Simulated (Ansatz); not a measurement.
Band structure of GaGePt6 (I-42m, 8 atoms in the cell).

```xyz
8
Lattice="-2.7605 2.7605 3.9762 2.7605 -2.7605 3.9762 2.7605 2.7605 -3.9762" Properties=species:S:1:pos:R:3 pbc="T T T"
Ga     0.0000     0.0000     0.0000
Ge     0.0000     0.0000     3.9762
Pt     1.0928     1.0928     5.9284
Pt     1.0928    -1.0928     2.0239
Pt     1.6677     1.6677     1.9522
Pt    -1.0928     1.0928     2.0239
Pt     0.0000     2.7605     0.0000
Pt     2.7605     0.0000     0.0000
```

Method: PBEsol, PAW files made with PBE (plane waves; Ansatz, a program for electronic structure).

Settings: basis.ecutwfc = 420 eV; kpoints.mp_grid.grid = 5 5 5; hamiltonian.xc = pbesol; hamiltonian.pseudopotentials = {kind: paw} (the program's default PAW files); scf.occupations.method = gaussian; scf.occupations.width = 0.2 eV; kpoints.band_path.npoints = 8.

The starting cell comes from a database of computed structures (which also holds hypothetical and non-ambient phases and stackings), without a prior relaxation at this level. Spin-orbit coupling is off. Spin polarisation is off.

Levels in eV from the Fermi level, bands 65 to 72:
```tsv
point	65	66	67	68	69	70	71	72
Γ	-0.75	-0.51	-0.06	0.39	0.39	0.62	1.17	1.17
X	-1.00	-0.60	-0.57	0.28	0.94	1.12	2.40	4.15
Y	-1.02	-0.88	-0.59	-0.43	1.56	1.93	2.49	2.53
S	-1.13	-1.00	-0.83	-0.32	1.12	2.13	2.49	2.95
Z	-1.79	-1.19	-0.69	0.21	1.20	1.20	3.65	3.68
S1	-1.13	-1.00	-0.83	-0.32	1.12	2.13	2.49	2.95
N	-0.84	-0.78	0.04	0.57	0.87	1.24	1.76	1.92
P	-0.74	-0.66	-0.64	-0.64	1.50	1.74	2.35	2.35
Y1	-1.02	-0.88	-0.59	-0.43	1.56	1.93	2.49	2.53
```

Bands cross the Fermi level along this path, so the cell is metallic at this level.

Keys are those of Ansatz 0.2.
